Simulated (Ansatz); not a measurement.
**CdSe under a change: x(Cu) = 0.25, 8 atoms, P3m1**

Consider CdSe in the wurtzite structure (space group P6_3mc, No. 186; a = 4.3019 Å, c = 7.0211 Å).

The other end (x = 1) is CuSe in the wurtzite structure (space group P6_3mc, No. 186; a hypothetical phase, not in the database extracts checked): 19.59 Å³/atom, gap zero; this end may not be an ambient phase.

Modification: a fraction x = 0.25 of the Cd sites is given to Cu, ordered in a cell of 8 atoms (starting symmetry P3m1) and fully relaxed.

Method: PBEsol/PAW in Ansatz (a first-principles code), without spin-orbit coupling. k-mesh 13×13×4 (Γ-centred); smearing 0.05 eV (Fermi–Dirac), for the changed cell.

The volume per atom decreases by 2.35 Å³ to 25.78 Å³ and the shortest interatomic distance drops by 0.235 Å (2.633 Å → 2.398 Å). The band gap goes from 0.54 eV to zero and the mixing energy is +0.06 eV/atom (to 0.01 eV only: unlike meshes or grids) (against an end that may be hypothetical). The mean first-shell distances is Cd–Se 2.607 Å (end compound 2.633 Å), Cu–Se 2.439 Å (end compound 2.332 Å).

Cost of the whole job for the changed cell (relaxation, final SCF and bands): very roughly 13 core-minutes.

These are small ordered cells, not random alloys; other orderings at the same x differ. Whether these cells are dynamically stable was not tested. All final runs are without spin polarisation. An odd electron count without spin: Cd3CuSe4.
